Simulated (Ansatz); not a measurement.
**SrTiO3: response to strain**

Consider SrTiO₃ (space group I4/mcm, No. 140).

```
CELL_PARAMETERS angstrom
     -2.74364     2.74364     3.90436
      2.74364    -2.74364     3.90436
      2.74364     2.74364    -3.90436
ATOMIC_POSITIONS crystal
  Sr 0.75000 0.25000 0.50000
  Sr 0.25000 0.75000 0.50000
  Ti 0.00000 0.00000 0.00000
  Ti 0.50000 0.50000 0.00000
  O  0.77462 0.27462 0.04923
  O  0.22538 0.72538 0.95077
  O  0.27462 0.22538 0.50000
  O  0.72538 0.77462 0.50000
  O  0.75000 0.75000 0.00000
  O  0.25000 0.25000 0.00000
```

Cartesian axes are those of the cell as printed.

Strains are applied to the cell and any free atomic positions relax; under stress the whole cell relaxes.

Level of theory: PBEsol, PAW, 420 eV (Ansatz, a first-principles code; no spin-orbit coupling).

Notes on the quantities. energy relative to the base: free energy F.

| change | energy relative to the base | smallest direct gap | band gap |
|---|---|---|---|
| base | 0 meV/atom | 1.98 eV | 1.97 eV |
| isotropic strain +0.33 % | +0.7 meV/atom | 1.95 eV | 1.94 eV |
| tensor shear ε_xy = −0.91 % | +1.5 meV/atom | 1.95 eV | 1.94 eV |
| uniaxial stress, 0.5 GPa tension along x | 0.0 meV/atom | 1.97 eV | 1.96 eV |

Beyond what the load breaks, stability against distortions was not tested. All final runs are without spin polarisation. This is not the structure that SrTiO3 has at room temperature and ambient pressure.
